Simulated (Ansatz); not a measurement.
Base system: BP in the zinc blende structure (space group F-43m, No. 216; a = 4.520 Å). Axes: x, y, z lie along the cube axes.

Levels (all Ansatz, a program for electronic structure, PAW, earlier PAW set): PBEsol (420 eV, without spin-orbit coupling); HSE06 (420 eV, no spin-orbit coupling).

Its gap is 1.11 eV with PBEsol and 1.94 eV with HSE06.

Perturbation: biaxial strain +1.79 %, plane normal [001], relaxed out of plane (Cartesian); in-plane vectors clamped, the third vector and the atoms free.

With PBEsol the gap becomes 0.77 eV.

If the HSE06 correction stayed the same, what would the HSE06 gap be, and what does the HSE06 run give?

A rigid correction of +0.83 eV gives 1.60 eV. The HSE06 run gives 1.58 eV, so the two effects roughly add.

Single points use the geometry relaxed with PBEsol. The hybrid gap comes from the SCF mesh plus the semilocal run's edge points and a few special points and is an upper bound. Stability against distortions was not tested.
